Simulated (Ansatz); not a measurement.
Reference: MgO (Fm-3m), r2SCAN, rigid bands (plane waves, PAW, scalar-relativistic; Ansatz, a first-principles code); axes and stresses refer to this cell.

```yaml
crystal:
  lattice:
    - [0.00000, 2.10220, 2.10220]
    - [2.10220, 0.00000, 2.10220]
    - [2.10220, 2.10220, 0.00000]
  atoms:
    - { symbol: Mg, position: [0.00000, 0.00000, 0.00000] }
    - { symbol: O, position: [0.50000, 0.50000, 0.50000] }
```

* **Seebeck coefficient, n-type 1e19 cm⁻³**: -178 μV/K
* **Seebeck coefficient, p-type 1e19 cm⁻³**: 505 μV/K
* **hole conductivity mass**: 2.3 mₑ

**Question.** Change: uniaxial stress along [111] of 2 GPa (compression positive). What happens to Seebeck coefficient, n-type 1e19 cm⁻³, Seebeck coefficient, p-type 1e19 cm⁻³, hole conductivity mass?

**Answer.** Seebeck coefficient, n-type 1e19 cm⁻³ moves little, to -179 μV/K; Seebeck coefficient, p-type 1e19 cm⁻³ falls to 474 μV/K; hole conductivity mass shrinks to 2.0 mₑ.

Masses are for dilute carriers at 300 K, harmonic means over directions unless an axis is named. Seebeck coefficients are for the stated density at 300 K, with one relaxation time for all states and whether or not that doping can be reached. Spin-orbit coupling is left out unless a row names it. Stresses and pressures are the targets of the relaxation.  The structure type is held under load, also where the real crystal would transform.
